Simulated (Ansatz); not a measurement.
**MgO (P6₃mc, No. 186, 4 atoms in the cell; start mp-549706; a measured phase of this formula has another space group)**

Calculation: r²SCAN (Ansatz, a program for electronic structure, PAW).

Run with plane-wave cutoff 500 eV, 18×18×8 k mesh (along the axes of the cell as run), Fermi–Dirac smearing 0.05 eV, scalar-relativistic PAW data made under PBE.

Cell (relaxed at this level):

```cif
data_Mg2O2
_chemical_formula_sum 'Mg2 O2'
_space_group_name_H-M_alt 'P63mc'
_space_group_IT_number 186
_space_group_name_Hall 'P 6c -2c'
_cell_length_a 3.28885
_cell_length_b 3.28885
_cell_length_c 5.03217
_cell_angle_alpha 90.000
_cell_angle_beta 90.000
_cell_angle_gamma 120.000
loop_
_atom_site_label
_atom_site_type_symbol
_atom_site_symmetry_multiplicity
_atom_site_Wyckoff_symbol
_atom_site_fract_x
_atom_site_fract_y
_atom_site_fract_z
_atom_site_occupancy
Mg1 Mg 2 b 0.33333 0.66667 0.00485 1
O1 O 2 b 0.33333 0.66667 0.39975 1
```

| Quantity | Value |
|---|---|
| band gap | 4.22 eV (on the SCF k mesh) |

Note: the relaxation could not lower the start's symmetry, so the cell can be a saddle point above a distorted one.

The computed numbers hold no vibrational or temperature effects.

A start named mp-… is a Materials Project structure, which need not be a measured phase.
